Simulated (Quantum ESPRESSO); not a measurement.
Pressure against volume in fcc Al (space group 225) (Quantum ESPRESSO, LDA)

```
CELL_PARAMETERS angstrom
      0.00000     1.94624     1.94624
      1.94624     0.00000     1.94624
      1.94624     1.94624     0.00000
ATOMIC_POSITIONS crystal
  Al 0.00000 0.00000 0.00000
```

Computed with LDA (PZ), GBRV 1.5 ultrasoft (LDA) pseudopotentials (plane waves; Quantum ESPRESSO). Settings: ecutwfc = 52 Ry; ecutrho = 260 Ry; occupations = smearing; smearing = fermi-dirac; degauss = 0.0036749 Ry; potentials = {Al: al_lda_v1.uspp.F.UPF}; K_POINTS = automatic 25 25 25 0 0 0; conv_thr = 1e-10 Ry. The cell above is the first row's. The rows scale it uniformly. In all rows the k mesh is held.

| V (Å^3/atom) | P (GPa) |
|---|---|
| 14.744 | 6.81 |
| 15.065 | 4.48 |
| 15.385 | 2.39 |
| 15.706 | 0.51 |
| 16.026 | -1.16 |
| 16.347 | -2.65 |
| 16.667 | -3.98 |
| 16.988 | -5.15 |
| 17.308 | ? |

Problem. Using a cubic, estimate the missing P at V = 17.308 from the other rows, showing the fit.

Solution. With u = V - 15.9, the rows have u = -1.1560, -0.8350, -0.5150, -0.1940, 0.1260, 0.4470, 0.7670, 1.0880. Least squares gives P = -0.525 - 5.1601·u + 0.9268·u² - 0.0850·u³. Residuals (row less fit): 0.000, 0.001, 0.000, -0.002, 0.001, 0.004, -0.004, 0.002; standard error 0.003 (degrees of freedom: 4). The fitted pressure is zero at V0 = 15.80, where dP/dV = -5.348, so B0 = -V0·dP/dV = 84.5 GPa. At the withheld row, u = 1.4080, so P = -0.525 - 5.1601 × 1.4080 + 0.9268 × 1.4080² - 0.0850 × 1.4080³ = -6.190 GPa. The calculation gives -6.19 GPa, which the fit meets to the printed digits. The row lies outside the fitted rows, so this is an extrapolation. From the scatter of the fitted rows alone, a prediction at this place has a standard error of 0.008 GPa, so the miss is 0.0 times that.

Carrying the step between the two nearest rows on in a straight line would have given -6.32, off by 0.13; series whose last step already gives the withheld value aren't shown. The scan was laid around a cell of about the measured size, scaled by a guess for this functional. Cutoffs and mesh are single choices, not tested for convergence of this quantity. Series with a scatter that would blur these digits, or in which a gap closes, are not shown.
